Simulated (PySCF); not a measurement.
PySCF 2.14.0, B3LYP/def2-tzvp, df: Be(Cl)2 ([Cl][Be][Cl]), 3 atoms. The geometry is a generated start, not checked to be a minimum at this level.

- task: energy
- method: b3lyp
- basis: def2-tzvp
- two-electron scheme: density fitting
- mol.max_memory: 3000 MB
- mf.max_cycle: 100
- mf.DIIS: CDIIS (default)
- mf.conv_tol: 1e-09 (default)
- mf.grids.level: 3 (default)
- basis functions: 93
- grid points: 51488

```xyz
3

Be    -0.0014     0.0009    -0.0008
Cl     1.2640     0.3074    -1.1879
Cl    -1.2626    -0.3082     1.1887
```

With the defaults (mf.diis = true, mf.damp = 0, mf.diis_start_cycle = 1, mf.diis_space = 8, mf.init_guess = minao, newton = off, mf.level_shift = 0) it converges in 9 Fock builds. One run each on 2 threads, 1 BLAS thread, with these changes:
- mf.diis = false
- mf.level_shift = 1 Hartree
- mf.diis = false, mf.damp = 0.7, mf.diis_start_cycle = 999
- mf.diis_space = 12
- mf.init_guess = 1e
- newton = Hessian by the SCF's own integrals
- mf.init_guess = atom
- mf.diis_space = 3
- mf.damp = 0.3, mf.diis_start_cycle = 4

**Question.** Which runs fail or end elsewhere than the default run?

**Answer.** No convergence: mf.diis = false (the run ends without SCF convergence in 100 cycles). The rest reach the solution of the defaults.

```csv
setting,Fock builds,end
the defaults,9,same solution
mf.diis_space = 12,9,same solution
mf.init_guess = atom,9,same solution
"mf.damp = 0.3, mf.diis_start_cycle = 4",12,same solution
mf.diis_space = 3,12,same solution
mf.init_guess = 1e,13,same solution
newton = Hessian by the SCF's own integrals,22,same solution
"mf.diis = false, mf.damp = 0.7, mf.diis_start_cycle = 999",26,same solution
mf.level_shift = 1 Hartree,32,same solution
mf.diis = false,101,no convergence
```

Under newton the count holds the products with the orbital Hessian.
